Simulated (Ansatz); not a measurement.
# Ansatz run on Ag3Au (I4/mmm, 4 atoms in the cell): self-consistent single point

Method: LDA (PW92), default PAW files made with PBE (plane waves; Ansatz, an electronic-structure program).

The input file:

Ansatz 0.2 input:
```yaml
crystal:
  lattice:
    - [-2.053322, 2.053322, 4.085307]
    - [2.053322, -2.053322, 4.085307]
    - [2.053322, 2.053322, -4.085307]
  atoms:
    - { symbol: Ag, position: [0.750000, 0.250000, 0.500000] }
    - { symbol: Ag, position: [0.250000, 0.750000, 0.500000] }
    - { symbol: Ag, position: [0.500000, 0.500000, 0.000000] }
    - { symbol: Au, position: [0.000000, 0.000000, 0.000000] }
basis:
  ecutwfc: 30.9 Ry
kpoints:
  mp_grid: { grid: [11, 11, 11] }
hamiltonian:
  xc: lda
  pseudopotentials: { kind: paw }
scf:
  occupations: { method: gaussian, width: 0.0073 Ry }
output:
  forces: true
  eigenvalues: true
  stress: true
```

The program printed (abridged):

```
WARN ansatz: RAYON_NUM_THREADS=1 ignored (pool sized by the plan → 1); use --threads N
Pseudopotentials: kind: paw
Pseudopotential: Ag, paw, valence charge 19
Pseudopotential: Au, paw, valence charge 19
Crystal: 4 atoms, lattice volume = 68.897 Å³
Basis set: ecut = 420.4159175005146 eV, 1329 PW (Γ)
Bands: 46, of which v1, the nominal top of the filled ones, is band 38 counted from 1 (37 counted from 0)
Symmetry: 16 space group operations
Space group: I4/mmm (ITA 139), of the structure as read, at distance tolerance 4.1e-5 Å
k-points: 126 of 1331
PAW frozen core: Ag, regenerated for the run's functional, and the local potential with it
PAW frozen core: Au, regenerated for the run's functional, and the local potential with it
Initial density: superposition of atomic densities (neutral atoms: chi_scale 0, normalization atom), corrected by the library's trained network
Initial wavefunctions: pseudopotential atomic-orbital guess
Eigensolver: davidson
Functional: x = slater, c = lda
SCF iter   1: F=—  HF=-35239.501195 eV  |F-HF|=—  |Δ(HF+E_count)|=         —  Δρ=1.30e-2  dr2=1.01e-1  ethr=1.77e-3  ⟨swp⟩=5.6  Hψ=18494  notcnv=0  defer=118
all-band conjugate gradients solve this SCF's bands
preconditioner: auto → Kerker (q_TF=auto, 2.773 Å⁻¹)
SCF iter   2: F=—  HF=-35239.475488 eV  |F-HF|=—  |Δ(HF+E_count)|=   2.57e-2  Δρ=4.14e-3  dr2=7.05e-3  ethr=1.32e-4  ⟨swp⟩=2.3  Hψ=9748  notcnv=0  defer=159
SCF iter   3: F=—  HF=-35239.473345 eV  |F-HF|=—  |Δ(HF+E_count)|=   2.14e-3  Δρ=1.63e-3  dr2=6.60e-4  ethr=9.28e-6  ⟨swp⟩=2.0  Hψ=6907  notcnv=0  defer=159
SCF iter   4: F=—  HF=-35239.473165 eV  |F-HF|=—  |Δ(HF+E_count)|=   1.80e-4  Δρ=1.77e-4  dr2=1.15e-5  ethr=8.69e-7  ⟨swp⟩=2.9  Hψ=11041  notcnv=0  defer=159
SCF iter   5: F=—  HF=-35239.473173 eV  |F-HF|=—  |Δ(HF+E_count)|=   8.66e-6  Δρ=4.79e-5  dr2=1.29e-6  ethr=1.51e-8  ⟨swp⟩=2.9  Hψ=10215  notcnv=0  defer=159
SCF iter   6: F=—  HF=-35239.473173 eV  |F-HF|=—  |Δ(HF+E_count)|=   1.76e-7  Δρ=1.67e-5  dr2=2.27e-7  ethr=1.69e-9  ⟨swp⟩=2.5  Hψ=9024  notcnv=0  defer=159
SCF iter   7: F=-35239.473173 eV  HF=-35239.473173 eV  |F-HF|=5.93e-8  |Δ(HF+E_count)|=   5.00e-8  Δρ=8.34e-6  dr2=6.76e-8  ethr=1.32e-10  ⟨swp⟩=8.7  Hψ=23869  notcnv=0
SCF 1 converged in 7 iterations: F = -35239.473173 eV  dr2 = 6.76e-8
SCF converged after 7 iterations
Free energy (F): -35239.473173 eV
Harris-Foulkes:  -35239.473173 eV  (|F-HF|=5.93e-8)
Internal energy: -35239.467882 eV  (E = F + TS)
E sigma→0 (E₀):  -35239.470527 eV
Entropy (-TS):   -0.005291 eV (-1.323 meV/atom)
Fermi energy:    17.535367 eV
--- Per-component energies (eV) ---
  E_band       = -951.158688
  E_kinetic    = 2186.036633
  E_local      = -8366.883485  (includes V_loc(G=0)·N_el)
  E_nonlocal   = 340.644082
  E_hartree    = 3736.885552
  E_xc         = -777.355308
  E_vxc        = -978.299792  (∫ρ·V_xc dr)
  E_paw        = -20734.106800  (= ΣΔE_a)
  E_vpaw       = -1606.436017  (= ΣTr[D̂ρ^β])
  E_aug_tail   = 0.002184  (compensation charges beyond the density's cutoff)
  E_ewald      = -11627.387880
  E_core_change = 2.697140  (= ΣΔE_core)
  E_smearing   = -0.005291  (= −TS)
  E_closure    = -0.000000  (closes the sum)
  Σ components = -35239.473173   (vs F -35239.473173, Δ=0.00e0)
--- Forces (eV/Å), atoms counted from 1 ---
  atom   1  Ag    -0.00000000     0.00000000     0.00000000
   [... zero for the other atoms too ...]
  max |Σ_I F_I| component: 6.94e-18 eV/Å
--- Stress (GPa, compression-positive) ---
       -8.294681      -0.000000       0.000000
       -0.000000      -8.294681       0.000000
        0.000000       0.000000      -8.142012
  P = ⅓ Tr σ = -8.2438 GPa (-82.438 kbar)
  The stress holds the Pulay correction. Without it, at fixed plane waves, as pw.x and ABINIT print it: P = -8.2696 GPa
--- Band table (eV; the first three rows and the last of 126) ---
  k-point 0: bands = ["-88.0045", "-74.1877", "-74.1717", "-74.1672", "-39.3214", "-39.3148", "-39.3148", "-37.7819", "-37.7591", "-37.7591", "-37.7320", "-37.7320", "-37.7067", "-37.6732", "-37.6732", "-37.6729", "9.1613", "11.0583", "11.2267", [...]
  k-point 1: bands = ["-88.0045", "-74.1872", "-74.1717", "-74.1676", "-39.3214", "-39.3150", "-39.3145", "-37.7841", "-37.7559", "-37.7527", "-37.7358", "-37.7328", "-37.7033", "-37.6795", "-37.6740", "-37.6728", "9.3352", "11.1489", "11.3208", [...]
  k-point 2: bands = ["-88.0045", "-74.1860", "-74.1718", "-74.1688", "-39.3212", "-39.3155", "-39.3140", "-37.7886", "-37.7481", "-37.7435", "-37.7355", "-37.7355", "-37.6965", "-37.6953", "-37.6776", "-37.6717", "9.8295", "11.3446", "11.6374", [...]
  k-point 125: bands = ["-88.0045", "-74.1815", "-74.1776", "-74.1674", "-39.3193", "-39.3153", "-39.3152", "-37.7749", "-37.7747", "-37.7389", "-37.7236", "-37.7061", "-37.7029", "-37.7005", "-37.6861", "-37.6845", "10.8833", "11.0922", "11.2118", [...]
```

The run converged in 7 iterations.

The starting cell comes from a database of computed structures (which also holds hypothetical and non-ambient phases and stackings), without a prior relaxation at this level. Its lattice was rescaled by up to half a per cent. Spin-orbit coupling is off. With a pressure of about -8 GPa the cell is away from its equilibrium volume at this level. Ansatz's pressure includes its estimate of the finite-basis (Pulay) stress.
